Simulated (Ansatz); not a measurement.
Consider PbTe in the rock salt structure (space group Fm-3m, No. 225).

```
PbTe
1.0
    0.00000     3.18980     3.18980
    3.18980     0.00000     3.18980
    3.18980     3.18980     0.00000
Te Pb
1 1
Direct
  0.50000   0.50000   0.50000
  0.00000   0.00000   0.00000
```

Cartesian axes are those of the cell as printed.

Level of theory: LDA (Ansatz, a quantum-chemistry and plane-wave program; PAW; 420 eV plane waves; without spin-orbit coupling).

For the base:

| Quantity | Value |
|---|---|
| Hole mass | 0.33 mₑ along k, 0.065 mₑ across (at L) |
| Valley order | L along ⟨111⟩ 0.57 eV; a point along ⟨110⟩, about 0.6 Å⁻¹ from Γ 1.18 eV; a point along ⟨100⟩, about 0.4 Å⁻¹ from Γ 1.70 eV |

Perturbation: a pure shear with ε_xy = ε_yx = 0.0029; the atoms relax in the strained cell.

**Question.** What happens to the hole mass?

**Answer.** The hole mass becomes 0.32 mₑ along k, 0.065 mₑ across (at L) (base: 0.33 mₑ along k, 0.065 mₑ across (at L)).

**Question.** How does this affect the stress?

**Answer.** The stress (xx, yy, zz, yz, xz, xy; compression positive) is (0.00, 0.00, 0.00, 0.00, 0.00, -0.09) GPa.

**Question.** What happens to the valley order?

**Answer.** The valley order (the lowest conduction-band minima on the path, energy above the VBM, named in the base's zone) changes from L along ⟨111⟩ 0.57 eV; a point along ⟨110⟩, about 0.6 Å⁻¹ from Γ 1.18 eV; a point along ⟨100⟩, about 0.4 Å⁻¹ from Γ 1.70 eV to L along [1-11] 0.54 eV; L along [111] 0.57 eV; a point along [1-10], about 0.6 Å⁻¹ from Γ 1.15 eV; a point along [110], about 0.6 Å⁻¹ from Γ 1.19 eV.

With Pb and Te present, leaving out spin-orbit coupling can change the band edges. The levels and masses belong to the bands next to the band gap. Effective masses come from finite differences of ±0.01 Å⁻¹. Along k means along the line from Γ to the band edge. Whether these cells are dynamically stable was not tested.
